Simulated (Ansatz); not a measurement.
Base system: Os in the hcp (Mg type) structure (space group P6_3/mmc, No. 194; a = 2.754 Å, c = 4.348 Å; relaxed with 0.1 eV smearing). Axes: x lies along a and z along c of the hexagonal cell.

(Cell as relaxed with PBE.)

Levels (all Ansatz, a first-principles code, PAW, earlier PAW set): PBE (420 eV, no spin-orbit coupling); r2SCAN (500 eV, without spin-orbit coupling).

Each level relaxes its own structure.

```csv
base,PBE,r2SCAN
volume per atom,14.28 Å³,14.03 Å³
lattice parameter a,275.4 pm,273.8 pm
band gap,zero,zero
```

One thing is altered: uniaxial stress, 2 GPa compression along z, with the cell and atoms free to relax against it.

| quantity | PBE | r2SCAN |
|---|---|---|
| strain response (xx, yy, zz) | (+0.06, +0.06, −0.28) % | ___ |
| energy relative to the base (free energy F) | +0.2 meV/atom | ___ |

Predict the r2SCAN column.


- strain response (xx, yy, zz), r2SCAN: (+0.06, +0.06, −0.26) %
- energy relative to the base (free energy F), r2SCAN: +0.2 meV/atom

The two agree on the energy relative to the base. Neither level is exact; r2SCAN is the comparison here, not a measurement.

Stability under load was not tested beyond the relaxation. All final runs are without spin polarisation.
